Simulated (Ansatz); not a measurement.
**What uniaxial strain ε_zz = −1.00 % does to NaI**

The reference is NaI in the rock salt structure (space group Fm-3m, No. 225; a = 6.4021 Å). Axes: x, y, z lie along the cube axes.

Modification: uniaxial strain ε_zz = −1.00 %, all other strain components held at zero; the atoms relax in the strained cell.

All numbers come from PBEsol (Ansatz, a quantum-chemistry and plane-wave program), no SOC. Γ-centred 9×9×9 mesh, Fermi–Dirac width 0.05 eV.

The volume per atom drops by 0.33 Å³ to 32.47 Å³ and the space group becomes I4/mmm (No. 139) (base: Fm-3m (No. 225)). The energy grows by 0.4 meV/atom and the pressure (mean of the normal stresses, compression positive) rises by 0.18 GPa to 0.19 GPa. The band gap rises by 0.02 eV, from 3.60 eV to 3.62 eV and the gap character remains direct at Γ. The electron mass stays 0.26 mₑ (at Γ) and the valence-band top at Γ (three highest levels, from the VBM) changes from 0.00, 0.00, 0.00 eV to 0.00, 0.00, -0.01 eV. The valley order (the lowest conduction-band minima on the path, energy above the VBM, named in the base's zone) goes from Γ 3.60 eV; X along ⟨100⟩ 4.47 eV; L along ⟨111⟩ 4.96 eV to Γ 3.62 eV; X along [001] 4.46 eV; X along [100] 4.48 eV; L along [1-11] 4.96 eV and the stress (xx, yy, zz, yz, xz, xy; compression positive) amounts to (0.09, 0.09, 0.39, 0.00, 0.00, 0.00) GPa.

Final structure:

```yaml
crystal:
  lattice:
    - [0.00000, 3.20105, 3.16904]
    - [3.20105, 0.00000, 3.16904]
    - [3.20105, 3.20105, 0.00000]
  atoms:
    - { symbol: Na, position: [0.00000, 0.00000, 0.00000] }
    - { symbol: I, position: [0.50000, 0.50000, 0.50000] }
```

With I present, leaving out spin-orbit coupling can change the band edges. Masses are band curvatures over ±0.01 Å⁻¹ around the edge. Stability against distortions was not tested. Labels are those of the standard path for the cell's own space group.
